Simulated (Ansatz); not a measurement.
The parent structure is PbTe in the rock salt structure (space group Fm-3m, No. 225; a = 6.5343 Å). Axes: x, y, z lie along the cube axes.

Structures relaxed with plane-wave PAW DFT at the r2SCAN level (Ansatz, a quantum-chemistry and plane-wave program, 500 eV), scalar-relativistic without spin-orbit coupling.

Base:

Simulated powder pattern, Co Kα, λ = 1.79026 Å (kinematic, ideal powder, no thermal factors, no anomalous dispersion; the 8 strongest lines at most, above 2 %, up to 2θ = 90°):

| 2θ (°) | I/Imax (%) | hkl |
|---|---|---|
| 27.45 | 11 | (111) |
| 31.80 | 100 | (200) |
| 45.59 | 77 | (220) |
| 54.05 | 6.3 | (311) |
| 56.66 | 28 | (222) |
| 66.45 | 13 | (400) |
| 75.56 | 37 | (420) |
| 84.31 | 29 | (422) |

After one change:

Simulated powder pattern, Co Kα, λ = 1.79026 Å (kinematic, ideal powder, no thermal factors, no anomalous dispersion; the 8 strongest lines at most, above 2 %, up to 2θ = 90°):

```csv
2θ (°),I/Imax (%)
32.10,100
45.22,40
46.83,36
57.91,20
67.14,13
75.17,19
77.56,18
85.83,14
```

Q: What was done to the base?
A. biaxial strain −0.42 %, plane normal [111], relaxed out of plane
B. biaxial strain −2.50 %, plane normal [111], relaxed out of plane
C. biaxial strain −2.08 %, plane normal [111], relaxed out of plane
D. biaxial strain −1.25 %, plane normal [111], relaxed out of plane

A: B, biaxial strain −2.50 %, plane normal [111], relaxed out of plane. Its volume per atom is 34.00 Å³ against 34.87 Å³, and its space group is R-3m (No. 166).

Stability against distortions was not tested.
